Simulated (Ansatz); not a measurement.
**What isotropic strain +3.60 % does to Hf**

Start from Hf in the hcp (Mg type) structure (space group P6_3/mmc, No. 194; a = 3.158 Å, c = 5.004 Å; relaxed with 0.1 eV smearing).

The change: an isotropic linear strain of +3.60 %; the atoms relax in the strained cell.

Level of theory: PBEsol (Ansatz, a first-principles code; PAW; 420 eV plane waves; spin-orbit coupling left out), earlier PAW set. Γ-centred 21×21×12 mesh, Fermi–Dirac width 0.1 eV.

The space group is still P6_3/mmc (No. 194) and the shortest interatomic distance rises by 0.111 Å (3.096 Å → 3.207 Å). The energy grows by 82 meV/atom and the pressure (mean of the normal stresses, compression positive) goes from zero to -10.0 GPa. The band gap is still zero.

Whether these cells are dynamically stable was not tested. The final runs are not spin-polarised.
